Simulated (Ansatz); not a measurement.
## NbHO₃ (model structure, Pmm2, No. 25, 5 atoms in the cell): bulk modulus by level of theory

No measured value is used here.

```
level (code)     value (GPa)  cell (Å³/atom)
---------------  -----------  --------------
LDA (Ansatz)             134           12.23
PBEsol (Ansatz)          114           12.59
r²SCAN (Ansatz)          111           12.73
```

LDA, PBEsol, r²SCAN: the bulk modulus is −V dP/dV from two relaxed cells at ±2 % in volume. Each level is taken at its own relaxed cell. Cutoffs differ between the levels. Ansatz's density-functional and Hartree–Fock values are scalar-relativistic unless marked +SOC, with PAW data made under PBE.

A model structure was made by putting elements into a prototype or built by hand; it is no filed structure, need not be a known phase, and can be a saddle point held by its symmetry.

Ansatz is a quantum-chemistry and plane-wave program.
